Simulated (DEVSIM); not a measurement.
Structure: GaP/Si n-p heterojunction, at 250 K.

```csv
layer (left to right),material,thickness (μm),Nd (cm⁻³),Na (cm⁻³),τn (s),τp (s)
1,GaP,0.150,1.3e16,-,1.4e-7,1.4e-7
2,Si,2.70,-,6.7e17,1.4e-7,1.4e-7
```

Left contact: ohmic. Right contact: ohmic. Voltage is applied to the left contact. Recombination: SRH at mid-gap, radiative. Mobility is μmin + (μ − μmin)/(1 + (N/Nref)^α).

Constants are typed, rounded textbook-type inputs, not results; the design itself was drawn at random and stands for no fabricated device. Values at 300 K; Nc and Nv go as T^1.5, mobilities as T to minus their exponent, the gap by Varshni's rule with the affinity fixed.

| parameter | GaP | Si |
|---|---|---|
| gap (eV) | 2.26 | 1.124 |
| affinity (eV) | 3.8 | 4.05 |
| permittivity | 11.1 | 11.7 |
| Nc (cm⁻³) | 1.8e19 | 2.86e19 |
| Nv (cm⁻³) | 1.9e19 | 3.1e19 |
| μn (cm²/Vs) | 250 | 1417 |
| μp (cm²/Vs) | 150 | 470 |
| μn,min | 10 | 52 |
| μp,min | 10 | 45 |
| Nref,n | 4.4e18 | 9.7e16 |
| Nref,p | 1e18 | 2.2e17 |
| αn | 0.8 | 0.68 |
| αp | 0.85 | 0.72 |
| T exponent of μn | 1.6 | 2.3 |
| T exponent of μp | 1.98 | 2.2 |
| B (cm³/s) | 1e-13 | 4.7e-15 |
| Varshni α (eV/K) | 0.00058 | 0.000473 |
| Varshni β (K) | 372 | 636 |

Model (solved in DEVSIM): 1D drift-diffusion, Boltzmann statistics, complete ionisation; no tunnelling, impact ionisation, image-force lowering or self-heating. Band offsets follow the typed affinities; no thermionic-emission limit at abrupt steps, no polarisation charge.

The doping Na of layer 2 was swept, all else fixed.

```csv
doping Na of layer 2 (cm^-3),largest field in the device at zero bias (V/cm),dark forward voltage at 1 A/cm² (V),potential step across the device at zero bias (V),dark forward voltage at 100 A/cm² (V)
2e16,56000,0.750,1.084,0.946
6.7e16,73000,0.843,1.110,0.987
2e17,83000,0.894,1.133,1.021
6.7e17,90000,0.934,1.159,1.053
2e18,93000,…,1.183,…
6.7e18,96000,0.993,1.209,1.108
```

Q: Fill in the missing entries.

A: 
- 2e18, dark forward voltage at 1 A/cm² (V): 0.964
- 2e18, dark forward voltage at 100 A/cm² (V): 1.080
